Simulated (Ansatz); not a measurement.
# Several settings converged on a (001) slab of Al3Ni2 (cut from a parent of space group no. 164; 10 atoms in the cell)

```yaml
crystal:
  lattice:
    - [4.00618, 0.00000, 0.00000]
    - [-2.00309, 3.46946, 0.00000]
    - [0.00000, 0.00000, 22.34119]
  atoms:
    - { symbol: Al, position: [0.00000, 0.00000, 0.39044] }
    - { symbol: Al, position: [0.33333, 0.66667, 0.31332] }
    - { symbol: Al, position: [0.66667, 0.33333, 0.46755] }
    - { symbol: Ni, position: [0.33333, 0.66667, 0.42256] }
    - { symbol: Ni, position: [0.66667, 0.33333, 0.35832] }
    - { symbol: Al, position: [0.00000, 0.00000, 0.60956] }
    - { symbol: Al, position: [0.33333, 0.66667, 0.53245] }
    - { symbol: Al, position: [0.66667, 0.33333, 0.68668] }
    - { symbol: Ni, position: [0.33333, 0.66667, 0.64168] }
    - { symbol: Ni, position: [0.66667, 0.33333, 0.57744] }
```

Base method: LDA (PW92), default PAW files made with PBE (plane waves; Ansatz, a quantum-chemistry and plane-wave program).

Base settings: basis.ecutwfc = 420 eV; kpoints.mp_grid.grid = 9 9 1; hamiltonian.xc = lda; hamiltonian.pseudopotentials = {kind: paw} (the program's default PAW files); scf.occupations.method = fermi_dirac; scf.occupations.width = 0.1 eV.

The count of work is k-points × plane waves × bands × iterations; it is no time. Core times come from one kind of shared machine, to one figure; runs under 30 s give none.

**The k-point mesh**

Only quantities that move along the ladder and can be compared are tabulated.

```csv
kpoints.mp_grid.grid,free energy less the last step's (meV/atom),largest difference of a force vector from the last step's (eV/Å),count of work / last
2 2 1,-62.54,0.361,0.036
3 3 1,17.67,0.244,0.049
4 4 1,7.83,0.094,0.059
5 5 1,0.35,0.030,0.074
6 6 1,-1.39,0.024,0.11
7 7 1,-0.70,0.027,0.13
8 8 1,0.75,0.011,0.16
9 9 1,0.69,0.016,0.18
10 10 1,-0.42,0.012,0.21
11 11 1,-0.48,0.010,0.26
13 13 1,0.25,0.008,0.34
15 15 1,-0.11,0.003,0.44
18 18 1,-0.04,0.002,0.61
21 21 1,0.00,0.001,0.71
24 24 1,0.00,0.000,1.0
```

Coarsest kpoints.mp_grid.grid that holds the forces within 0.02 eV/Å of the last step, with all finer ones: 8 8 1, at 0.16 of the last step's count of work; the step before is off by 0.027 eV/Å.

Coarsest kpoints.mp_grid.grid that holds the free energy within 1 meV/atom of the last step, with all finer ones: 7 7 1, at 0.13 of the last step's count of work; the step before is off by 1.4 meV/atom.

**The depth of the slab**

On a (001) slab of Al3Ni2 (cut from a parent of space group no. 164; 5 atoms in the cell), and deeper slabs.

Surface energy = (E_slab − N e_bulk)/2A, with e_bulk from the bulk crystal on its finest mesh (460 k-points); errors per atom of slab and bulk, whose meshes differ, grow with N. The bulk cell stands at -5.5 GPa at this level, so the slab is strained in the plane.

The mesh stays at the base's, so the ladder's end is converged at best in this setting alone.

Only quantities that move along the ladder and can be compared are tabulated.

```tsv
atoms	unrelaxed surface energy (J/m²)	count of work / last	core time / last (rough)
5	1.918	0.051	–
10	1.966	0.15	–
15	1.964	0.30	–
20	1.957	0.46	0.4
25	1.963	0.74	0.7
30	1.961	1.0	1
```

Smallest size that holds the unrelaxed surface energy within 0.02 J/m² of the last step, with all finer ones: 10, at 0.15 of the last step's count of work; the step before is off by 0.043 J/m².

On the base run: the starting cell comes from a database of computed structures (which also holds hypothetical and non-ambient phases and stackings), without a prior relaxation at this level. The slab is cut from that crystal, and its faces are unrelaxed. Its lattice was rescaled by up to half a per cent. Spin polarisation is off.

Keys are those of Ansatz 0.2.
